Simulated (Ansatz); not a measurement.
Levels about the gap of amorphous Si$_{45}$O$_{91}$H$_{2}$ (138 atoms in a cell of 1937 Å³, 2.33 g/cm³; zone centre alone, so wide bands show as single levels with stretches between that a denser mesh fills), at the geometry that PBE relaxed, where it gives 1.2 GPa on a denser mesh. The participation number counts the atoms over which a state spreads; weights are charges in smoothed Voronoi cells. The levels come from a single point, so bond lengths are those of that geometry. Method of the levels: PBE, scalar-relativistic without spin-orbit coupling (Ansatz, an electronic-structure program). Sampling: the zone centre alone; Fermi-Dirac width 0.02 eV; no spin polarisation. At PBE the levels at the filled edge of the gap are localised (band-tail or defect states), and the nearest spread-out levels lie 5.3 eV apart at the zone centre.

Preparation: random packing, an ab initio melt and quench, and a relaxation. The hot cell started wider than the set density and was brought back towards it in steps. It is a model cell: composition and starting density were chosen by hand, and all elements were melted together. No dispersion term was used. Its density started from a set value of 2.33 and ended at 2.33 g/cm³. Cooling (nominally 560 K/ps over its main leg) ran many orders faster than in experiment, which tends to leave more defects and strain. One small periodic cell is one sample of the glass; other quenches scatter about these values. The volume was held where the preparation left it, at a PBE pressure of 1.2 GPa. Stress components on the final sampling reach 2.5 GPa.

```csv
"E - E(highest filled), eV",filling,participation number,largest on,weight O,weight Si,weight H
-0.90,filled,13.1,"O, 2 neighbours",0.94,0.05,0.01
-0.87,filled,10.6,"O, 2 neighbours",0.96,0.04,0.00
-0.80,filled,13.7,"O, 2 neighbours",0.95,0.05,0.00
-0.67,filled,11.2,"O, 2 neighbours",0.95,0.04,0.01
-0.58,filled,6.8,"O, 2 neighbours",0.94,0.04,0.02
-0.48,filled,6.1,"O, 2 neighbours",0.95,0.05,0.00
0.00,filled,4.6,"O, 2 neighbours",0.95,0.05,0.00
4.12,empty,95.1,"Si, 4 neighbours",0.68,0.31,0.01
5.18,empty,58.0,"Si, 4 neighbours",0.64,0.35,0.01
5.29,empty,38.3,"Si, 4 neighbours",0.62,0.38,0.00
5.49,empty,66.9,"Si, 4 neighbours",0.65,0.35,0.00
5.60,empty,38.5,"Si, 4 neighbours",0.63,0.37,0.00
5.69,empty,72.0,"Si, 4 neighbours",0.67,0.32,0.01
5.75,empty,58.2,"Si, 4 neighbours",0.69,0.28,0.03
```

Most localised among these is the filled level at +0.00 eV, on a O atom, which has 2 neighbours (Si 1.61 Å, Si 1.73 Å).
